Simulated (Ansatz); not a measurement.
Structures of equal composition on the (0001) surface of hcp Co, ferromagnetic: (√3x√3)R30°, one Co adatom; one added row of Co in 3. The slabs share one bottom face, and each structure is named by its start. These are constructed structures in small cells; real faces may alloy, dewet or reconstruct in larger ones, and not all known structures of the face are among them. Slabs of about 10 Å, Fermi-Dirac smearing of 0.1 eV. Bottom of the slabs: a bare face, its two planes held. Relaxed from the named starts with such symmetry as they have, on meshes of like density; energies extrapolated to zero smearing; spin only where a row says so; no spin-orbit coupling, no U. Brackets mark spin-polarised runs, whose order is one that fits the cell. Where a second, spin-polarised start was run, the lower counts. The cells differ, so small differences also carry the error of unlike k-meshes.

These are PBE (plane waves to 420 eV, PAW; Ansatz, a program for electronic structure) values and carry that method's errors.

Q: Order them by energy per 1x1 cell (lowest first) at the level PBE.

A: one added row of Co in 3 (0.00 eV [spin, 31.7 μB a cell]), (√3x√3)R30°, one Co adatom (0.14 eV [spin, 31.9 μB a cell])
